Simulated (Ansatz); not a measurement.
The starting structures come from a database of crystals and need not be the phases stable at ambient conditions.

 Where the default PAW files enter, the runs use the earlier of Ansatz's two default sets.

Given:

```yaml
crystal:
  lattice:
    - [4.21234, 0.00000, 0.00000]
    - [0.00000, 8.95129, 0.00000]
    - [0.00000, 0.00000, 4.21234]
  atoms:
    - { symbol: Pb, position: [0.50000, 0.16438, 0.00000] }
    - { symbol: Pb, position: [0.00000, 0.83562, 0.50000] }
    - { symbol: I, position: [0.00000, 0.33933, 0.50000] }
    - { symbol: I, position: [0.50000, 0.66067, 0.00000] }
    - { symbol: F, position: [0.00000, 0.00000, 0.00000] }
    - { symbol: F, position: [0.50000, 0.00000, 0.50000] }
```

Space group of this cell: P4/nmm. The cell was relaxed by PBE-D3(BJ).

Transport runs along the normal of the first two printed cell vectors, the (100) plane of the conventional cell.

The gap is the functional's own. No spin-orbit coupling. Mid-gap values are interpolated on the energy grid.

Task: Give the band gap and the smallest decay constant κ at mid-gap that r2SCAN run with Ansatz (a first-principles code) yields.

Result: Gap 2.21 eV on a 8×4×8 mesh; κ = 0.242 1/Å, at (0.375, 0.500) of the in-plane reciprocal vectors. At the zone centre, at the nearest computed energy, the slowest state has κ = 0.31 1/Å.
